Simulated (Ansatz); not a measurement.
Ansatz (a program for electronic structure) run on CaIr₂ (R3m, 6 atoms in the cell): self-consistent single point.

Computed with PBEsol, default PAW files made with PBE (plane waves; Ansatz).

```yaml
crystal:
  lattice:
    - [0.00000, 3.79002, 3.79002]
    - [3.79002, 0.00000, 3.79002]
    - [3.79002, 3.79002, 0.00000]
  atoms:
    - { symbol: Ca, position: [0.25381, 0.25381, 0.25381] }
    - { symbol: Ca, position: [0.00000, 0.00000, 0.00000] }
    - { symbol: Ir, position: [0.62500, 0.62500, 0.62500] }
    - { symbol: Ir, position: [0.12500, 0.62500, 0.62500] }
    - { symbol: Ir, position: [0.62500, 0.62500, 0.12500] }
    - { symbol: Ir, position: [0.62500, 0.12500, 0.62500] }
```

Reference input (self-consistent single point, DFT, PBEsol, plane waves, default PAW files made with PBE): basis.ecutwfc = 30.9 Ry; kpoints.mp_grid.grid = 8 8 8; hamiltonian.xc = pbesol; hamiltonian.pseudopotentials = {kind: paw} (the program's default PAW files); scf.occupations.method = fermi_dirac; scf.occupations.width = 0.0073 Ry. This run's input differs from it in these lines:

Ansatz 0.2 input:
```diff
@@ -15,3 +15,3 @@
 kpoints:
-  mp_grid: { grid: [8, 8, 8] }
+  mp_grid: { grid: [13, 13, 13] }
 hamiltonian:
@@ -20,3 +20,3 @@
 scf:
-  occupations: { method: fermi_dirac, width: 0.0073 Ry }
+  occupations: { method: cold, width: 0.0367 Ry }
 output:
```

Output, abridged:

```
SCF iter   1: F=—  HF=-50785.926544 eV  |F-HF|=—  |Δ(HF+E_count)|=         —  Δρ=7.51e-3  dr2=8.95e-2  ethr=1.77e-3  ⟨swp⟩=7.2  Hψ=44678  notcnv=0
all-band conjugate gradients solve this SCF's bands
preconditioner: auto → Kerker (q_TF=auto, 2.633 Å⁻¹)
SCF iter   2: F=—  HF=-50785.912516 eV  |F-HF|=—  |Δ(HF+E_count)|=   1.40e-2  S|Δr|=    0.00e0  Δρ=4.61e-3  dr2=4.66e-2  ethr=1.02e-4  ⟨swp⟩=1.0  Hψ=14099  notcnv=0
   [... lines left out ...]
SCF iter   6: F=—  HF=-50785.902645 eV  |F-HF|=—  |Δ(HF+E_count)|=   4.22e-5  S|Δr|=    0.00e0  Δρ=1.18e-4  dr2=4.09e-5  ethr=2.74e-7  ⟨swp⟩=1.9  Hψ=12938  notcnv=0
SCF iter   7: F=—  HF=-50785.902667 eV  |F-HF|=—  |Δ(HF+E_count)|=   2.16e-5  S|Δr|=    0.00e0  Δρ=1.00e-5  dr2=2.15e-7  ethr=4.64e-8  ⟨swp⟩=2.0  Hψ=16015  notcnv=0
SCF iter   8: F=-50785.902667 eV  HF=-50785.902667 eV  |F-HF|=5.82e-11  |Δ(HF+E_count)|=   4.45e-8  S|Δr|=    0.00e0  Δρ=1.50e-6  dr2=1.62e-9  ethr=1.14e-10  ⟨swp⟩=8.5  Hψ=45929  notcnv=0
SCF 1 converged in 8 iterations: F = -50785.902667 eV  dr2 = 1.62e-9
Stability not checked (fill_not_monotonic)
Free energy (F): -50785.902667 eV
Internal energy: -50786.044816 eV  (E = F + TS)
E sigma→0 (E₀):  -50785.950050 eV
Entropy (-TS):   0.142149 eV (23.692 meV/atom)
Fermi energy:    16.445969 eV
--- Forces (eV/Å), atoms counted from 1 ---
  atom   1  Ca    -0.16320108    -0.16320108    -0.16320108
  atom   2  Ca     0.04597886     0.04597886     0.04597886
  atom   3  Ir    -0.00472382    -0.00472382    -0.00472382
  atom   4  Ir     0.06432515     0.02881182     0.02881182
  atom   5  Ir     0.02881182     0.02881182     0.06432515
  atom   6  Ir     0.02881182     0.06432515     0.02881182
--- Stress (GPa, compression-positive) ---
       -6.561008      -0.030130      -0.030130
       -0.030130      -6.561008      -0.030130
       -0.030130      -0.030130      -6.561008
  P = ⅓ Tr σ = -6.5610 GPa (-65.610 kbar)
  The stress holds the Pulay correction. Without it, at fixed plane waves, as pw.x and ABINIT print it: P = -6.5957 GPa
```

The run converged in 8 iterations. Against the reference run the free energy rises by 30.6 meV/atom, the pressure goes from -6.20 to -6.56 GPa and the largest force moves little (0.286 to 0.283 eV/Å).

The starting cell comes from a database of computed structures (which also holds hypothetical and non-ambient phases and stackings), without a prior relaxation at this level. Its lattice was rescaled by up to half a per cent. One atom was moved a little off its site on purpose. Spin polarisation is off. With a pressure of about -7 GPa the cell is away from its equilibrium volume at this level. Ansatz's pressure includes its estimate of the finite-basis (Pulay) stress.

Cost on one core of a shared machine: roughly 70 s.
